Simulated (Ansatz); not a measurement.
Phonon-limited transport in metals: MgB2 (P6/mmm) under several functionals (Ansatz, a program for electronic structure, without spin-orbit coupling). The PBE cell:

Space group P6/mmm (No. 191); a = 3.078 Å, b = 3.078 Å, c = 3.515 Å, α = 90.00°, β = 90.00°, γ = 120.00°

| atom | site | symmetry | x | y | z |
|---|---|---|---|---|---|
| Mg | 1a | 6/mmm | 0.0000 | 0.0000 | 0.0000 |
| B | 2d | -6m2 | 0.3333 | 0.6667 | 0.5000 |

| Functional | cell relaxed with | volume (Å³/atom) | resistivity at 300 K | mean free path at 300 K | electron-phonon coupling λ | logarithmic mean phonon energy |
|---|---|---|---|---|---|---|
| PBE | PBE | 9.61 | 6.3 μΩ·cm | 18.3 nm | 0.62 | 60 meV |
| PBEsol | PBEsol | 9.47 | 5.8 μΩ·cm | 19.6 nm | 0.58 | 61 meV |

For the resistivity at 300 K, PBE gives 6.3 μΩ·cm and PBEsol 5.8 μΩ·cm: PBE lies 10 % above.

Metals; harmonic phonons alone scatter; means over directions. The mean free path is weighted by the current that each state carries. Halving the electron mesh moves these values by up to 3 %; q meshes are mostly untested. Spin-orbit coupling is left out.
